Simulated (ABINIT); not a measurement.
Band structure of HgPt3 (Pm-3m, 4 atoms in the cell).

```xyz
4
Lattice="3.9830 0.0000 0.0000 0.0000 3.9830 0.0000 0.0000 0.0000 3.9830" Properties=species:S:1:pos:R:3 pbc="T T T"
Hg     0.0000     0.0000     0.0000
Pt     0.0000     1.9915     1.9915
Pt     1.9915     0.0000     1.9915
Pt     1.9915     1.9915     0.0000
```

Method: LDA (PW92), PAW (JTH v2.0 LDA PAW) (plane waves; ABINIT 10.0.3).

Settings: pseudos = [Hg.LDA_PW-JTH.xml, Pt.LDA_PW-JTH.xml]; ecut = 42 Ry; pawecutdg = 84 Ry; ixc = 7; occopt = 3; tsmear = 0.136 eV; ngkpt = 7 7 7; nshiftk = 1; shiftk = 0 0 0; potentials = JTH v2.0 LDA PAW; kptopt = 1; nstep = 100; toldfe1 = 1e-09 Ha.

The starting cell comes from a database of computed structures (which also holds hypothetical and non-ambient phases and stackings), without a prior relaxation at this level. Its lattice was rescaled by a random factor within 2.5 % of one. Spin-orbit coupling is off. Spin polarisation is off.

These are the values that this program gave, and no reference: the one-centre exchange-correlation terms come from a truncated expansion.

Levels in eV from the Fermi level, bands 18 to 25:
| point | 18 | 19 | 20 | 21 | 22 | 23 | 24 | 25 |
|---|---|---|---|---|---|---|---|---|
| Γ | 0.10 | 0.55 | 0.55 | 0.55 | 1.14 | 1.14 | 1.14 | 6.20 |
| X | -1.95 | -1.82 | -1.34 | -0.68 | 0.55 | 4.89 | 6.67 | 7.06 |
| M | -2.29 | -1.53 | -1.52 | -0.27 | 0.31 | 1.68 | 1.68 | 8.49 |
| R | -1.17 | -0.99 | -0.99 | -0.33 | 0.13 | 0.13 | 0.13 | 3.61 |

Bands cross the Fermi level along this path, so the cell is metallic at this level.
